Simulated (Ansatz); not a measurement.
Take ZnSiP2 in the chalcopyrite structure (space group I-42d, No. 122; a = 5.353 Å, c = 10.445 Å) as the base.

Level of theory: Ansatz (a first-principles code), PBEsol, PAW, cutoff 420 eV, no spin-orbit coupling.

For the base:

The band gap comes out as 1.16 eV and the valence-band top at Γ is 0.00, -0.12, -0.12 eV. The width of the top valence band is 1.30 eV.

It is then changed as follows: every lattice vector is shortened by 2.25 %, atoms relaxed at fixed cell.

Q: Predict the new band gap.

A: The band gap decreases by 0.17 eV to 0.99 eV.

Q: What happens to the valence-band top at Γ?

A: The valence-band top at Γ (three highest levels, from the VBM) changes from 0.00, -0.12, -0.12 eV to 0.00, -0.13, -0.13 eV.

Q: What does the calculation give for the width of the top valence band after the change?

A: The width of the top valence band grows by 0.156 eV, from 1.30 eV to 1.45 eV.

The cells carry an imposed strain or load. Whether these cells are dynamically stable was not tested.
